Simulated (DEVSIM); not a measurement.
Device: Schottky contact on n-type GaN, at 300 K.

Layer 1 from the left is GaN, thickness (μm) 1.70, Nd (cm⁻³) 8e15, τn (s) 6.8e-10, τp (s) 6.8e-10.

Left contact: Schottky, work function 5.06 eV, emission velocity 5.4e6 cm/s. Right contact: ohmic. Voltage is applied to the left contact. Recombination: SRH at mid-gap, Auger. Mobility is constant in doping.

Constants are typed, rounded textbook-type inputs, not results; the design itself was drawn at random and stands for no fabricated device. Values at 300 K.

GaN: gap (eV) 3.43, affinity (eV) 4.1, permittivity 9.5, Nc (cm⁻³) 2.3e18, Nv (cm⁻³) 4.6e19, μn (cm²/Vs) 1200, μp (cm²/Vs) 100, Cn (cm⁶/s) 1e-30, Cp (cm⁶/s) 1e-30.

Model (solved in DEVSIM): 1D drift-diffusion, Boltzmann statistics, complete ionisation; no tunnelling, impact ionisation, image-force lowering or self-heating. Metal contacts follow the ideal Schottky-Mott rule: no Fermi-level pinning, no interface dipoles.

Dark forward current:

```
|V| (V)  |J| (A/cm²)
-------  -----------
0.05       8.010e-10
0.10        6.321e-9
0.15        4.436e-8
0.20        3.064e-7
0.25        2.111e-6
0.30        1.452e-5
0.35        9.983e-5
0.40       0.0006854
0.45        0.004697
0.50         0.03211
0.55          0.2185
0.60           1.470
0.65           9.505
0.70           52.20
0.75           190.2
0.80           439.1
0.85           760.0
0.90            1121
0.95            1507
1.00            1908
1.05            2319
```

Task: Work out the local ideality factor n = ΔV / (kT/q · ln(J2/J1)) between the rows 0.15 and 0.20 V, 1.00 and 1.05 V.

Result: kT/q = 25.85 mV. From 0.15 to 0.20 V: ln(3.064e-7/4.436e-8) = 1.933, n = 1.00, near the 1 of diffusion or emission over a barrier. From 1.00 to 1.05 V: ln(2319/1908) = 0.195, n = 9.92; the layers' resistance at their doping, Σ W/(qμN) = 0.00011 Ω cm², would take 45 mV of this step of 50 mV.

Task: Estimate the current at 0.40 V for emission alone, J0 = q v N_band exp(−φB/kT), and read the barrier back from the simulated current.

Result: φB = 0.960 eV, N_band = 2.30e18 cm⁻³, J0 = 1.48e-10 A/cm²; J = J0 (exp(qV/kT) − 1) = 0.000777 A/cm². The simulation gives 0.000685 A/cm²; the estimate lies 13 % above. Read backwards, the simulated current gives an apparent barrier of 0.963 eV. The estimate leaves out transport through the depletion region and minority injection.
